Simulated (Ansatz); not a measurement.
Response to strain in Ir

The parent structure is Ir in the fcc (Cu type) structure (space group Fm-3m, No. 225; a = 3.830 Å). Axes: x, y, z lie along the cube axes.

Strains are applied to the cell and any free atomic positions relax; under biaxial strain the out-of-plane vector relaxes too.

Calculations: PBEsol/PAW in Ansatz (a first-principles code), scalar-relativistic without spin-orbit coupling.

Candidates:
(a) uniaxial strain ε_zz = +0.80 %
(b) tensor shear ε_xz = −1.11 %
(c) uniaxial strain ε_yy = −1.29 %
(d) biaxial strain −1.13 %, plane normal [001], relaxed out of plane

Notes on the quantities. energy relative to the base: free energy F.

**Question.** Order them by energy relative to the base, lowest first.

**Answer.** (a) uniaxial strain ε_zz = +0.80 % (+1.8 meV/atom), (c) uniaxial strain ε_yy = −1.29 % (+4.9 meV/atom), (b) tensor shear ε_xz = −1.11 % (+6.0 meV/atom), (d) biaxial strain −1.13 %, plane normal [001], relaxed out of plane (+8.2 meV/atom)

Without a gap, meshes like the base's 21×21×21 leave anisotropic stresses uncertain by several tenths of a GPa, and small strain energies with them. No phonon test of stability was made. All final runs are without spin polarisation.
